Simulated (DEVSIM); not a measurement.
Device: Al/Al2O3/SiO2/n-Si capacitor, at 250 K.

Layer 1 from the left is Al2O3, thickness (nm) 2.10. Layer 2 from the left is SiO2, thickness (nm) 1.00. Layer 3 from the left is Si, thickness (nm) 910, Nd (cm⁻³) 4e17.

Metal gate on the left, work function 4.1 eV. Fixed charge at the semiconductor interface 3.5e10 cm⁻² (in units of +e); interface traps 1e11 cm⁻² eV⁻¹, uniform in energy, neutral level at 0.7 of the gap above the valence band.

Constants are typed, rounded textbook-type inputs, not results; the design itself was drawn at random and stands for no fabricated device. Values at 300 K; Nc and Nv go as T^1.5, mobilities as T to minus their exponent, the gap by Varshni's rule with the affinity fixed.

Al2O3: gap (eV) 6.8, affinity (eV) 1.35, permittivity 9. SiO2: gap (eV) 9, affinity (eV) 0.9, permittivity 3.9. Si: gap (eV) 1.124, affinity (eV) 4.05, permittivity 11.7, Nc (cm⁻³) 2.86e19, Nv (cm⁻³) 3.1e19, Varshni α (eV/K) 0.000473, Varshni β (K) 636.

Model (solved in DEVSIM): 1D Poisson equation in equilibrium, Boltzmann statistics, complete ionisation; no quantum confinement or tunnelling. Metal contacts follow the ideal Schottky-Mott rule: no Fermi-level pinning, no interface dipoles.

### Question
What does the simulation give for the minimum of the low-frequency capacitance, the flat-band voltage?

### Answer
minimum of the low-frequency capacitance 0.194 μF/cm²; flat-band voltage -0.04 V.
